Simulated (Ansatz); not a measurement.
Electronic density of states of amorphous Al₁₂Sb₁₂Se₃₆, density 4.71 g/cm³, on a 2×2×2 Γ-centred mesh with a Gaussian width of 0.1 eV; energies count from the Fermi level, whose place inside the gap is arbitrary. Cell and mesh are small, so fine structure isn't converged. Level of theory: PBE-D3(BJ), scalar-relativistic without spin-orbit coupling, PAW (Ansatz default set, large-core Se) (plane waves to 420 eV; Ansatz, a first-principles code). Sampling: a 2×2×2 Γ-centred mesh; Fermi-Dirac width 0.05 eV; no spin polarisation.

A CHGNet melt-quench gave the starting glass, which DFT then relaxed. The hot cell started wider than the set density and was brought back towards it in steps. It is the lowest in DFT energy of 3 quenches. It is a model cell: composition and starting density were chosen by hand, and all elements were melted together. The geometry includes D3(BJ) dispersion. Its density started from a set value of 4.42 and ended at 4.71 g/cm³. The quench (nominally 79 K/ps over its main leg) was far faster than any real one, so the model tends to hold more defects than a real film. Values belong to this one cell and scatter from quench to quench. Volume and shape were free in the relaxation.

(E - EF (eV), states/(eV atom)): (-12.00, 0.13); (-11.90, 0.02); (-11.80, 0.00); (-11.70, 0.00); (-11.60, 0.00); (-11.50, 0.00); (-11.40, 0.00); (-11.30, 0.00); (-11.20, 0.00); (-11.10, 0.00); (-11.00, 0.00); (-10.90, 0.00); (-10.80, 0.00); (-10.70, 0.00); (-10.60, 0.00); (-10.50, 0.00); (-10.40, 0.00); (-10.30, 0.00); (-10.20, 0.00); (-10.10, 0.05); (-10.00, 0.17); (-9.90, 0.21); (-9.80, 0.20); (-9.70, 0.19); (-9.60, 0.30); (-9.50, 0.36); (-9.40, 0.30); (-9.30, 0.26); (-9.20, 0.28); (-9.10, 0.30); (-9.00, 0.27); (-8.90, 0.27); (-8.80, 0.32); (-8.70, 0.16); (-8.60, 0.04); (-8.50, 0.11); (-8.40, 0.16); (-8.30, 0.04); (-8.20, 0.00); (-8.10, 0.00); (-8.00, 0.00); (-7.90, 0.00); (-7.80, 0.00); (-7.70, 0.00); (-7.60, 0.00); (-7.50, 0.00); (-7.40, 0.00); (-7.30, 0.00); (-7.20, 0.00); (-7.10, 0.00); (-7.00, 0.00); (-6.90, 0.00); (-6.80, 0.00); (-6.70, 0.03); (-6.60, 0.15); (-6.50, 0.31); (-6.40, 0.37); (-6.30, 0.42); (-6.20, 0.44); (-6.10, 0.36); (-6.00, 0.39); (-5.90, 0.42); (-5.80, 0.40); (-5.70, 0.35); (-5.60, 0.27); (-5.50, 0.19); (-5.40, 0.19); (-5.30, 0.28); (-5.20, 0.44); (-5.10, 0.51); (-5.00, 0.55); (-4.90, 0.59); (-4.80, 0.61); (-4.70, 0.64); (-4.60, 0.62); (-4.50, 0.60); (-4.40, 0.60); (-4.30, 0.61); (-4.20, 0.64); (-4.10, 0.65); (-4.00, 0.67); (-3.90, 0.63); (-3.80, 0.64); (-3.70, 0.73); (-3.60, 0.69); (-3.50, 0.65); (-3.40, 0.70); (-3.30, 0.70); (-3.20, 0.69); (-3.10, 0.75); (-3.00, 0.74); (-2.90, 0.72); (-2.80, 0.74); (-2.70, 0.77); (-2.60, 0.81); (-2.50, 0.86); (-2.40, 0.84); (-2.30, 0.80); (-2.20, 0.80); (-2.10, 0.81); (-2.00, 0.81); (-1.90, 0.79); (-1.80, 0.83); (-1.70, 0.80); (-1.60, 0.77); (-1.50, 0.75); (-1.40, 0.67); (-1.30, 0.66); (-1.20, 0.72); (-1.10, 0.68); (-1.00, 0.55); (-0.90, 0.43); (-0.80, 0.44); (-0.70, 0.32); (-0.60, 0.20); (-0.50, 0.16); (-0.40, 0.07); (-0.30, 0.01); (-0.20, 0.00); (-0.10, 0.00); (0.00, 0.00); (0.10, 0.00); (0.20, 0.00); (0.30, 0.01); (0.40, 0.07); (0.50, 0.22); (0.60, 0.29); (0.70, 0.35); (0.80, 0.41); (0.90, 0.42); (1.00, 0.41); (1.10, 0.43); (1.20, 0.45); (1.30, 0.49); (1.40, 0.52); (1.50, 0.53); (1.60, 0.54); (1.70, 0.53); (1.80, 0.53); (1.90, 0.60); (2.00, 0.66); (2.10, 0.62); (2.20, 0.58); (2.30, 0.57); (2.40, 0.57); (2.50, 0.60)

The gap on this mesh is 0.91 eV; the broadening fills part of it in the curve.
